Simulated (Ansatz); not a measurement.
Al₂Cu (I4/mcm, No. 140) was calculated with PBE-D3(BJ) (plane waves, PAW; Ansatz, a program for electronic structure).

Settings: plane-wave cutoff 520 eV, 14×14×14 k mesh, Fermi–Dirac smearing 0.05 eV, no spin polarisation, scalar-relativistic PAW data made under PBE.

Cell (relaxed at this level):

```xyz
6
Lattice="-2.9847 2.9847 2.4020 2.9847 -2.9847 2.4020 2.9847 2.9847 -2.4020" Properties=species:S:1:pos:R:3 pbc="T T T"
Al     0.9433     3.9279     0.0000
Al     2.0414     0.9433     0.0000
Al     0.9433     2.0414     2.4020
Al     2.0414    -0.9433     2.4020
Cu     0.0000     0.0000     3.6029
Cu     0.0000     0.0000     1.2010
```

Q: Give the computed bulk modulus B0 and pressure derivative B′ of the bulk modulus.

A: 
- bulk modulus B0 = 111 GPa
- pressure derivative B′ of the bulk modulus = 4.5

The run finds no gap.

Note: the bulk modulus comes from volumes at which shape and atoms were relaxed.

Computed values are for the static lattice.

It cost very roughly 15 core-minutes of CPU time.
